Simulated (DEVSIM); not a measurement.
System: abrupt Si n-p junction, at 300 K.

Layer 1 from the left is Si, thickness (μm) 12.0, Nd (cm⁻³) 1.5e17, τn (s) 1.5e-5, τp (s) 1.5e-5. Layer 2 from the left is Si, thickness (μm) 180, Na (cm⁻³) 9e13, τn (s) 1.5e-5, τp (s) 1.5e-5.

Left contact: ohmic. Right contact: ohmic. Voltage is applied to the left contact. Recombination: SRH at mid-gap, radiative, Auger. Mobility is constant in doping.

This is a model device: material constants are rounded textbook-type values typed into the input, and sizes, dopings and lifetimes were drawn at random. Values at 300 K.

Si: gap (eV) 1.124, affinity (eV) 4.05, permittivity 11.7, Nc (cm⁻³) 2.86e19, Nv (cm⁻³) 3.1e19, μn (cm²/Vs) 1417, μp (cm²/Vs) 470, B (cm³/s) 4.7e-15, Cn (cm⁶/s) 2.8e-31, Cp (cm⁶/s) 9.9e-32.

DEVSIM, 1D drift-diffusion, Boltzmann statistics, complete ionisation; no tunnelling, impact ionisation, image-force lowering or self-heating.

Question: What does the simulation give for the potential step across the device at zero bias, the dark forward voltage at 100 A/cm², the largest field in the device at zero bias, the dark forward voltage at 1 A/cm²?

Answer: potential step across the device at zero bias 0.659 V; dark forward voltage at 100 A/cm² 1.555 V; largest field in the device at zero bias 21000 V/cm; dark forward voltage at 1 A/cm² 0.643 V.
